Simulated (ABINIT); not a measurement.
**Input and output of a self-consistent single point for Ba (Im-3m, 1 atom in the cell) (ABINIT)**

Method of the run: PBE, PAW (JTH v2.0 PBE PAW) (plane waves; ABINIT).

This input was run:

```
# Ba, JTH v2.0 PBE PAW
pp_dirpath "./"
pseudos "Ba.GGA_PBE-JTH.xml"
acell 3*1.0 Angstrom
rprim
        -2.5343470000    2.5343470000    2.5343470000
         2.5343470000   -2.5343470000    2.5343470000
         2.5343470000    2.5343470000   -2.5343470000
natom 1
ntypat 1
znucl 56
typat 1
xred    0.0000000000    0.0000000000    0.0000000000
ecut 20
pawecutdg 40
pawxcdev 0
ixc 11
occopt 3
tsmear 0.1 eV
nband 10
kptopt 1
ngkpt 9 9 9
nshiftk 1
shiftk 0 0 0
nstep 50
tolvrs 1.0e-10
prtwf 0
prtden 0
enunit 1
```

Output (repeated stretches shortened):

```
 Symmetries : space group Im -3 m (#229); Bravais cI (body-center cubic)

 -outvars: echo values of preprocessed input variables --------
            acell      1.8897261329E+00  1.8897261329E+00  1.8897261329E+00 Bohr
             ecut      2.00000000E+01 Hartree
           enunit           1
              ixc          11
         kptrlatt        9    0    0      0    9    0      0    0    9
          kptrlen      7.46565787E+01
            natom           1
            nband          10
            ngfft          36      36      36
          ngfftdg          48      48      48
             nkpt          35
            nstep          50
             nsym          48
           ntypat           1
           occopt           3
        pawecutdg      4.00000000E+01 Hartree
         pawxcdev           0
            rprim     -2.5343470000E+00  2.5343470000E+00  2.5343470000E+00
                       2.5343470000E+00 -2.5343470000E+00  2.5343470000E+00
                       2.5343470000E+00  2.5343470000E+00 -2.5343470000E+00
          spgroup         229
           tolvrs      1.00000000E-10
           tsmear      3.67493254E-03 Hartree
            typat      1
           useylm           1
            znucl       56.00000

== DATASET  1 ==================================================================

 Exchange-correlation functional for the present dataset will be:
  GGA: Perdew-Burke-Ernzerhof functional - ixc=11
 Citation for XC functional:
  J.P.Perdew, K.Burke, M.Ernzerhof, PRL 77, 3865 (1996)

 Real(R)+Recip(G) space primitive vectors, cartesian coordinates (Bohr,Bohr^-1):
 R(1)= -4.7892218  4.7892218  4.7892218  G(1)=  0.0000000  0.1044011  0.1044011
 R(2)=  4.7892218 -4.7892218  4.7892218  G(2)=  0.1044011  0.0000000  0.1044011
 R(3)=  4.7892218  4.7892218 -4.7892218  G(3)=  0.1044011  0.1044011  0.0000000
 Unit cell volume ucvol=  4.3939472E+02 bohr^3
 Angles (23,13,12)=  1.09471221E+02  1.09471221E+02  1.09471221E+02 degrees

 Coarse grid specifications (used for wave-functions):

 getcut: wavevector=  0.0000  0.0000  0.0000  ngfft=  36  36  36
         ecut(hartree)=     20.000   => boxcut(ratio)=   2.15574

 Fine grid specifications (used for densities):

 getcut: wavevector=  0.0000  0.0000  0.0000  ngfft=  48  48  48
         ecut(hartree)=     40.000   => boxcut(ratio)=   2.03245

   6.16863851E+02                                ecore*ucvol(ha*bohr**3)

_setup2: Arith. and geom. avg. npw (full set) are    1876.959    1876.944

--- !BeginCycle
solver: {iscf: 17, nstep: 50, nline: 4, wfoptalg: 10, }
tolerances: {tolvrs: 1.00E-10, }
...

     iter   Etot(hartree)      deltaE(h)  residm     nres2
 ETOT  1  -25.812291771489    -2.581E+01 3.660E-02 2.004E-01
 ETOT  2  -25.829937930095    -1.765E-02 1.175E-03 1.410E-02
 ETOT  3  -25.829875389861     6.254E-05 3.809E-04 2.510E-03
 ETOT  4  -25.829889197659    -1.381E-05 4.163E-04 5.682E-04
 ETOT  5  -25.829894920625    -5.723E-06 5.016E-04 1.215E-05
 ETOT  6  -25.829895008754    -8.813E-08 3.942E-04 1.556E-06
 ETOT  7  -25.829895009558    -8.045E-10 2.478E-04 1.475E-07
 ETOT  8  -25.829895009838    -2.803E-10 1.291E-04 4.403E-09
 ETOT  9  -25.829895009800     3.811E-11 6.456E-05 7.255E-10
 ETOT 10  -25.829895009810    -9.681E-12 2.981E-05 1.718E-11

 At SCF step   10       nres2   =  1.72E-11 < tolvrs=  1.00E-10 =>converged.

 Cartesian components of stress tensor (hartree/bohr^3)
  sigma(1 1)=  6.08313439E-06  sigma(3 2)=  0.00000000E+00
  sigma(2 2)=  6.08313439E-06  sigma(3 1)=  0.00000000E+00
  sigma(3 3)=  6.08313439E-06  sigma(2 1)=  0.00000000E+00

 ----iterations are completed or convergence reached----

 reduced coordinates (array xred) for    1 atoms
       0.000000000000      0.000000000000      0.000000000000
 cartesian forces (eV/Angstrom) at end:
    1     -0.00000000000000    -0.00000000000000    -0.00000000000000
 frms,max,avg= 0.0000000E+00 0.0000000E+00   0.000E+00  0.000E+00  0.000E+00 e/A
 length scales=  1.889726132886  1.889726132886  1.889726132886 bohr
              =  1.000000000000  1.000000000000  1.000000000000 angstroms
 Fermi (or HOMO) energy (eV) =   1.85399   Average Vxc (eV)=  -7.53983
 Eigenvalues (   eV  ) for nkpt=  35  k points:
 kpt#   1, nband= 10, wtk=  0.00137, kpt=  0.0000  0.0000  0.0000 (reduced coord)
 -27.10481  -12.07071  -12.07071  -12.07071   -0.89242    3.63437    3.63437    3.63437
   4.99225    4.99225
 prteigrs : prtvol=0 or 1, do not print more k-points.

--- !EnergyTerms
comment             : Components of total free energy in Hartree
kinetic             :  8.96629758930715E+00
hartree             :  4.36806619728205E+00
xc                  : -9.52391723532586E+00
Ewald energy        : -1.89969980257092E+01
psp_core            :  1.40389455496909E+00
local_psp           : -1.28680497914353E+01
spherical_terms     :  8.22474142431533E-01
internal            : -2.58282325684806E+01
'-kT*entropy'       : -1.66569964010198E-03
total_energy        : -2.58298982681207E+01
total_energy_eV     : -7.02867276838581E+02
...

-Cartesian components of stress tensor (GPa)         [Pressure= -1.7897E-01 GPa]
- sigma(1 1)=  1.78971963E-01  sigma(3 2)=  0.00000000E+00
- sigma(2 2)=  1.78971963E-01  sigma(3 1)=  0.00000000E+00
- sigma(3 3)=  1.78971963E-01  sigma(2 1)=  0.00000000E+00

 Calculation completed.
```

The run converged in 10 iterations.

The starting cell has typed, rounded lattice constants, without a prior relaxation at this level. Its lattice was rescaled by a random factor within 2.5 % of one.
